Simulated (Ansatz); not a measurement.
**Converging the k-point mesh: the (001) slab of YSi2 (cut from a parent of space group no. 15; 6 atoms in the cell)**

```xyz
6
Lattice="3.9569 0.0000 0.0000 -3.9552 3.9569 0.0000 0.0000 0.0000 20.0507" Properties=species:S:1:pos:R:3 pbc="T T T"
Si     0.1554     3.1154    10.6461
Si     0.1387     1.1337     9.4046
Si     0.1823     3.1424    13.0507
Si     0.1117     1.1067     7.0000
Y      2.1455     1.1515    11.8484
Y     -1.8514     3.0976     8.2023
```

Method: LDA (PW92), default PAW files made with PBE (plane waves; Ansatz, a program for electronic structure).

Base settings: basis.ecutwfc = 420 eV; kpoints.mp_grid.grid = 9 7 1; hamiltonian.xc = lda; hamiltonian.pseudopotentials = {kind: paw} (the program's default PAW files); scf.occupations.method = gaussian; scf.occupations.width = 0.1 eV.

Only quantities that move along the ladder and can be compared are tabulated.

The count of work is k-points × plane waves × bands × iterations; it is no time. Core times come from one kind of shared machine, to one figure; runs under 30 s give none.

The starting cell comes from a database of computed structures (which also holds hypothetical and non-ambient phases and stackings), without a prior relaxation at this level. The slab is cut from that crystal, and its faces are unrelaxed. Its lattice was rescaled by up to half a per cent. Spin polarisation is off, though cut faces can carry moments; the slab shows no gap. In the base run, forces exceed 1 eV/Å.

Steps (kpoints.mp_grid.grid): 2 2 1; 3 2 1; 4 3 1; 5 3 1; 5 4 1; 6 5 1; 7 5 1; 9 6 1; 9 7 1; 10 7 1; 12 8 1; 14 10 1; 16 11 1; 19 13 1; 22 16 1; 26 18 1; 30 21 1.

Task: What is the coarsest kpoints.mp_grid.grid that holds the free energy within 0.5 meV/atom of the last step, with all finer ones?

Result: 12 8 1, at 0.18 of the last step's count of work; the step before is off by 1.7 meV/atom.

Task: What is the coarsest kpoints.mp_grid.grid that holds the forces within 0.02 eV/Å of the last step, with all finer ones?

Result: 12 8 1, at 0.18 of the last step's count of work; the step before is off by 0.031 eV/Å.

```csv
kpoints.mp_grid.grid,free energy less the last step's (meV/atom),largest difference of a force vector from the last step's (eV/Å),count of work / last,core time / last (rough)
2 2 1,93.04,1.129,0.021,–
3 2 1,-10.58,0.379,0.015,–
4 3 1,-1.20,0.026,0.026,–
5 3 1,-12.93,0.158,0.030,–
5 4 1,-10.05,0.094,0.035,–
6 5 1,-5.71,0.057,0.051,–
7 5 1,5.38,0.017,0.066,–
9 6 1,2.53,0.058,0.10,–
9 7 1,3.29,0.055,0.12,–
10 7 1,1.66,0.031,0.13,–
12 8 1,0.32,0.016,0.18,–
14 10 1,-0.33,0.011,0.23,–
16 11 1,-0.05,0.009,0.28,0.3
19 13 1,0.02,0.011,0.39,0.3
22 16 1,0.02,0.001,0.56,0.5
26 18 1,-0.05,0.004,0.75,0.7
30 21 1,0.00,0.000,1.0,1
```

Keys are those of Ansatz 0.2.
